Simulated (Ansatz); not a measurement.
Ta (Im-3m), PBEsol with spin-orbit coupling, DFPT electron-phonon coupling, linearised Boltzmann equation run with Ansatz (a program for electronic structure). Condition of this run: spin-orbit coupling switched on. Phonon-limited resistivity 13.2 μΩ·cm at 300 K, 17.8 μΩ·cm at 400 K, current-weighted mean free path 3.5 nm, Drude plasma energy 8.88 eV.

### Question
What Drude relaxation time do resistivity and plasma energy imply?

### Answer
ω_p = 1.35e16 s⁻¹, so τ = 1/(ε₀ ω_p² ρ) = 4.70 fs, a damping ħ/τ of 140 meV.

### Question
Estimate the resistivity of a 40 nm square wire with diffuse walls from ρ ≈ ρ₀(1 + 3ℓ/4d).

### Answer
1 + 0.75 × 3.5/40 = 1.07, so ρ ≈ 14.1 μΩ·cm and a line 1 μm long has 87.9 Ω. The formula is the free-electron limit for d well above ℓ; grain boundaries add to it.

### Question
What is the classical skin depth at 10 GHz (nonmagnetic, μ₀ = 1.257×10⁻⁶ H/m)?

### Answer
δ = √(ρ/(π f μ₀)) = 1830 nm.

A metal at this level (no band gap). Only scattering by harmonic phonons is included (no impurities, grain boundaries, electron-electron scattering or thermal expansion). Halving the electron mesh (28x28x28) moves the resistivity by up to 4 % at 300 K, the mean free path by up to 1 %. Smearing 0.20 eV; phonons on a 6x6x6 q mesh, which this run doesn't test.
